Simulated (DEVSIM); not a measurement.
Structure: abrupt Si p-n junction, at 400 K.

Layer 1 from the left is Si, thickness (μm) 0.270, Na (cm⁻³) 4.4e17, τn (s) 1.1e-6, τp (s) 1.1e-6. Layer 2 from the left is Si, thickness (μm) 42.0, Nd (cm⁻³) 1.6e15, τn (s) 1.1e-6, τp (s) 1.1e-6.

Left contact: ohmic. Right contact: ohmic. Voltage is applied to the left contact. Recombination: SRH at mid-gap, radiative. Mobility is constant in doping.

This is a model device: material constants are rounded textbook-type values typed into the input, and sizes, dopings and lifetimes were drawn at random. Values at 300 K; Nc and Nv go as T^1.5, mobilities as T to minus their exponent, the gap by Varshni's rule with the affinity fixed.

Si: gap (eV) 1.124, affinity (eV) 4.05, permittivity 11.7, Nc (cm⁻³) 2.86e19, Nv (cm⁻³) 3.1e19, μn (cm²/Vs) 1417, μp (cm²/Vs) 470, T exponent of μn 2.3, T exponent of μp 2.2, B (cm³/s) 4.7e-15, Varshni α (eV/K) 0.000473, Varshni β (K) 636.

DEVSIM, 1D drift-diffusion, Boltzmann statistics, complete ionisation; no tunnelling, impact ionisation, image-force lowering or self-heating.

**Question.** What does the simulation give for the largest field in the device at zero bias, the dark forward voltage at 100 A/cm²?

**Answer.** largest field in the device at zero bias 43000 V/cm; dark forward voltage at 100 A/cm² 0.879 V.
